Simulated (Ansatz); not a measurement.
Start from KH in the NiAs type structure (space group P6_3/mmc, No. 194; a hypothetical phase, not in the database extracts checked).

```xyz
4
Lattice="3.8546 0.0000 0.0000 -1.9273 3.3381 0.0000 0.0000 0.0000 6.8263" Properties=species:S:1:pos:R:3 pbc="T T T"
K      0.0000     0.0000     0.0000
K      0.0000     0.0000     3.4132
H      0.0000     2.2254     1.7066
H      1.9273     1.1127     5.1197
```

Cartesian axes are those of the cell as printed.

Level of theory: Ansatz (a program for electronic structure) PBEsol, no spin-orbit coupling.

One thing is altered: uniaxial strain ε_xx = +1.06 %, all other strain components held at zero, atoms relaxed at fixed cell.

**Question.** Predict the stress tensor and what it implies for the stiffness.

**Answer.** Stress of the strained cell less that of the base (GPa, compression positive):
```
  -0.30    0.00    0.00
   0.00   -0.10    0.00
   0.00    0.00   -0.02
```

Then −Δσ_ii/ε with ε = 0.0106 gives relaxed-ion elastic constants: C11 ≈ 29 GPa.

Whether these cells are dynamically stable was not tested.
